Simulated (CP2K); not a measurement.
Input and output of a self-consistent single point for YbC₂ (I4/mmm, 3 atoms in the cell) (CP2K).

Method: CP2K with LDA (Pade form), GPW, DZVP-MOLOPT-SR-GTH basis, GTH-PADE potentials (GTH_POTENTIALS).

The change in words: lattice scaled by 0.98. Reference geometry:
```yaml
crystal:
  lattice:
    - [4.19628, 0.00000, 0.00000]
    - [0.72638, 4.13294, 0.00000]
    - [-2.46133, -2.06647, 2.69821]
  atoms:
    - { symbol: Yb, position: [0.00000, 0.00000, 0.00000] }
    - { symbol: C, position: [0.59808, 0.59808, 0.00000] }
    - { symbol: C, position: [0.40192, 0.40192, 0.00000] }
```

Reference input (self-consistent single point, DFT LDA (Pade form), GPW, DZVP-MOLOPT-SR-GTH basis, GTH-PADE potentials (GTH_POTENTIALS)): CUTOFF = 800 Ry; REL_CUTOFF = 40 Ry; SMEAR/METHOD = FERMI_DIRAC; ELECTRONIC_TEMPERATURE = 116.05 K; KPOINTS/SCHEME = MONKHORST-PACK 8 8 8; GAMMA_CENTERED = T; XC_FUNCTIONAL = PADE; Yb/BASIS_SET = DZVP-MOLOPT-SR-GTH; Yb/POTENTIAL = GTH-PADE-q24; C/BASIS_SET = DZVP-MOLOPT-SR-GTH; C/POTENTIAL = GTH-PADE-q4; METHOD = GPW. This run's input differs from it in these lines:

```diff
@@ -65,5 +65,5 @@
     &CELL
-      A 4.19628400 0.00000000 0.00000000
-      B 0.72637800 4.13293800 0.00000000
-      C -2.46133100 -2.06646900 2.69821300
+      A 4.11235800 0.00000000 0.00000000
+      B 0.71185200 4.05027800 0.00000000
+      C -2.41210500 -2.02513900 2.64424800
       PERIODIC XYZ
@@ -72,4 +72,4 @@
       Yb       0.00000000     0.00000000     0.00000000
-      C        2.94414569     2.47182756     0.00000000
-      C        1.97851631     1.66111044     0.00000000
+      C        2.88526352     2.42239027     0.00000000
+      C        1.93894648     1.62788773     0.00000000
     &END COORD
```

Output, abridged:

```
 SCF WAVEFUNCTION OPTIMIZATION

  Step     Update method      Time    Convergence         Total energy    Change
     1 NoMix/Diag. 0.20E+00      -     1.37641375      -245.4977408599 -2.45E+02
     2 Broy./Diag. 0.20E+00      -     0.57590667      -261.0247518471 -1.55E+01
     3 Broy./Diag. 0.20E+00      -     0.08509047      -239.6447493594  2.14E+01
     4 Broy./Diag. 0.20E+00      -     0.42397086      -242.7031561859 -3.06E+00
     5 Broy./Diag. 0.20E+00      -     0.31068451      -258.1052053428 -1.54E+01
     6 Broy./Diag. 0.20E+00      -     0.04049357      -244.4006487656  1.37E+01
   [... 10 lines left out ...]
    17 Broy./Diag. 0.20E+00      -     0.00001660      -245.5436917116 -6.66E-04
    18 Broy./Diag. 0.20E+00      -     0.00000760      -245.5432720435  4.20E-04
    19 Broy./Diag. 0.20E+00      -     0.00000242      -245.5432257757  4.63E-05
    20 Broy./Diag. 0.20E+00      -     0.00000078      -245.5432515665 -2.58E-05
  *** SCF run converged in    20 steps ***

  Overlap energy of the core charge distribution:               0.00001514524464
  Self energy of the core charge distribution:               -350.85119711821989
  Core Hamiltonian energy:                                    103.06770459579269
  Hartree energy:                                              26.68700314176451
  Exchange-correlation energy:                                -24.44673746963860
  Electronic entropic energy:                                  -0.00003986187048
  Fermi energy:                                                 0.24677607799940

  Total energy:                                              -245.54325156645524
  Total energy (extrapolated to T->0):                       -245.54323163551999

                     Mulliken Population Analysis

   [... lines left out ...]

 STRESS| Analytical stress tensor [bar]
 STRESS|                        x                   y                   z
 STRESS|      x       -4.38098726173E+04   3.81253090033E+04  -1.22124997110E+00
 STRESS|      y        3.81253090033E+04  -5.72111885308E+04  -1.02532753447E+00
 STRESS|      z       -1.22124997110E+00  -1.02532753447E+00  -8.92203724198E+04
 STRESS| 1/3 Trace                                            -6.34138111893E+04
```

The run converged in 20 iterations. Against the reference run the free energy goes down by 52.9 meV/atom, the pressure goes from -11.84 to -6.34 GPa and the largest force goes from 1.184 to 3.109 eV/Å.

The starting cell comes from a database of computed structures (which also holds hypothetical and non-ambient phases and stackings), without a prior relaxation at this level. For this run, on top of that: lattice scaled by 0.98. Spin polarisation is off. Values carry the incompleteness of an atom-centred basis. With a pressure of about -6 GPa the cell is away from its equilibrium volume at this level. Forces in this geometry exceed 1 eV/Å.

Cost on one core of a shared machine: roughly 4 min.
